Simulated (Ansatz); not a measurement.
Level of theory: PBE (plane waves to 420 eV, PAW; Ansatz, a first-principles code).

Host crystal: monoclinic HfO2, with a band gap (PBE, scalar-relativistic without spin-orbit coupling).

Planar average of the electrostatic potential across the slab, in eV from the highest filled level, for CH3 on the 1x1 (100) surface of monoclinic HfO2 (cut with top plane 2 O), one in a 1x1 cell, started at the site 'hollow O-O-O':

(z (Å), V (eV)): (5.34, 7.18); (5.64, 7.18); (5.94, 7.18); (6.23, 7.18); (6.53, 7.18); (6.83, 7.18); (7.13, 7.18); (7.42, 7.17); (7.72, 7.16); (8.02, 7.11); (8.31, 6.98); (8.61, 6.64); (8.91, 5.61); (9.20, 2.41); (9.50, -0.81); (9.80, -3.04); (10.09, -4.59); (10.39, -5.47); (10.69, -6.29); (10.98, -7.58); (11.28, -6.89); (11.58, -5.74); (11.88, -5.75); (12.17, -6.90); (12.47, -7.77); (12.77, -6.62); (13.06, -5.79); (13.36, -4.72); (13.66, -3.19); (13.95, -1.81); (14.25, -1.79); (14.55, -1.81); (14.84, -3.19); (15.14, -4.71); (15.44, -5.78); (15.73, -6.57); (16.03, -7.69); (16.33, -6.86); (16.63, -5.77); (16.92, -5.77); (17.22, -6.78); (17.52, -7.49); (17.81, -6.29); (18.11, -5.49); (18.41, -4.46); (18.70, -3.04); (19.00, -1.01); (19.30, 1.85); (19.59, 4.44); (19.89, 3.85); (20.19, 2.68); (20.48, 2.08); (20.78, 2.82); (21.08, 4.88); (21.38, 5.74); (21.67, 6.03); (21.97, 6.13); (22.27, 6.17); (22.56, 6.19); (22.86, 6.19); (23.16, 6.19); (23.45, 6.19); (23.75, 6.20); (24.05, 6.20); (24.34, 6.20); (24.64, 6.20); (24.94, 6.20); (25.23, 6.20)

Model: 28-atom slab, 9.3 Å thick at the start under the adsorbate (thin: gaps and levels are the slab's own), 4x4x1 mesh, Fermi-Dirac 0.01 eV, dipole correction, 12 atoms held, the rest relaxed; no symmetry held; spin-polarised, ending with about 1.0 μB a cell; orders that need a larger cell were not tried, no spin-orbit, no U, no dispersion correction. At the end it is bonded to Hf. In PBE it is, or lies within 0.03 eV of, the lowest of the starts that converged.

Problem. The surface cell has an area of 27.90 Å². What dipole along the normal does the step between the two vacuum levels imply?

Solution. the top vacuum level lies 0.99 eV below the bottom one; p = −ε₀ A ΔV (ε₀ = 0.005526 e/(V·Å)) gives 0.15 e·Å a cell.
